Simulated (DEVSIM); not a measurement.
System: Co/SiO2/p-Si capacitor, at 300 K.

Layer 1 from the left is SiO2, thickness (nm) 1.30. Layer 2 from the left is Si, thickness (nm) 2500, Na (cm⁻³) 5.2e16.

Metal gate on the left, work function 5 eV. Fixed charge at the semiconductor interface 0 cm⁻² (in units of +e); no interface traps.

This is a model device: material constants are rounded textbook-type values typed into the input, and sizes, dopings and lifetimes were drawn at random. Values at 300 K.

SiO2: gap (eV) 9, affinity (eV) 0.9, permittivity 3.9. Si: gap (eV) 1.124, affinity (eV) 4.05, permittivity 11.7, Nc (cm⁻³) 2.86e19, Nv (cm⁻³) 3.1e19.

Model (solved in DEVSIM): 1D Poisson equation in equilibrium, Boltzmann statistics, complete ionisation; no quantum confinement or tunnelling. Metal contacts follow the ideal Schottky-Mott rule: no Fermi-level pinning, no interface dipoles.

Problem. What does the simulation give for the flat-band voltage, the threshold voltage (band bending 2φF)?

Solution. flat-band voltage -0.01 V; threshold voltage (band bending 2φF) 0.83 V.
